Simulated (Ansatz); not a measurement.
KCSN (Pbcm, No. 57) was calculated with HSE06 (PAW; Ansatz, a program for electronic structure).

Settings: plane-wave cutoff 460 eV, 4×4×4 k mesh, Fermi–Dirac smearing 0.01 eV, scalar-relativistic PAW data made under PBE.

Cell (relaxed at this level):

```
CELL_PARAMETERS angstrom
      6.68462     0.00000     0.00000
      0.00000     6.78978     0.00000
      0.00000     0.00000     7.71032
ATOMIC_POSITIONS crystal
  K  0.25000 0.20213 0.50000
  K  0.75000 0.79787 0.00000
  K  0.75000 0.79787 0.50000
  K  0.25000 0.20213 0.00000
  C  0.28855 0.76959 0.75000
  C  0.21145 0.76959 0.25000
  C  0.78855 0.23041 0.75000
  C  0.71145 0.23041 0.25000
  S  0.11002 0.60530 0.75000
  S  0.38998 0.60530 0.25000
  S  0.61002 0.39470 0.75000
  S  0.88998 0.39470 0.25000
  N  0.41639 0.88805 0.75000
  N  0.08361 0.88805 0.25000
  N  0.91639 0.11195 0.75000
  N  0.58361 0.11195 0.25000
```

Estimate the band gap and smallest direct gap on the k points sampled that the calculation returns.


- band gap: 5.33 eV (indirect)
- smallest direct gap on the k points sampled: 5.41 eV

Computed values are for the static lattice.
